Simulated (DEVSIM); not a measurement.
System: Pd/SiO2/p-Ge capacitor, at 300 K.

```
layer (left to right)  material  thickness (nm)  Na (cm⁻³)
---------------------  --------  --------------  ---------
1                          SiO2            11.0          -
2                            Ge            9400       4e15
```

Metal gate on the left, work function 5.2 eV. Fixed charge at the semiconductor interface 0 cm⁻² (in units of +e); interface traps 1.3e11 cm⁻² eV⁻¹, uniform in energy, neutral level at 0.3 of the gap above the valence band.

This is a model device: material constants are rounded textbook-type values typed into the input, and sizes, dopings and lifetimes were drawn at random. Values at 300 K.

```
parameter      SiO2       Ge
-------------  ----  -------
gap (eV)          9    0.664
affinity (eV)   0.9        4
permittivity    3.9       16
Nc (cm⁻³)         -  1.04e19
Nv (cm⁻³)         -     6e18
```

Model (solved in DEVSIM): 1D Poisson equation in equilibrium, Boltzmann statistics, complete ionisation; no quantum confinement or tunnelling. Metal contacts follow the ideal Schottky-Mott rule: no Fermi-level pinning, no interface dipoles.

The substrate doping was swept, all else fixed.

| substrate doping (cm^-3) | minimum of the low-frequency capacitance (μF/cm²) | flat-band voltage (V) | threshold voltage (band bending 2φF) (V) |
|---|---|---|---|
| 2e14 | 0.0385 | 0.81 | 0.94 |
| 4e14 | 0.0416 | 0.79 | 0.97 |
| 8e14 | 0.0455 | 0.77 | 1.00 |
| 2e15 | 0.0530 | 0.74 | 1.04 |
| 4e15 | 0.0603 | 0.72 | 1.08 |
| 8e15 | 0.0702 | 0.71 | 1.14 |

From the first row to the last the minimum of the low-frequency capacitance goes from 0.0385 to 0.0702. From the first row to the last the flat-band voltage goes from 0.81 to 0.71.
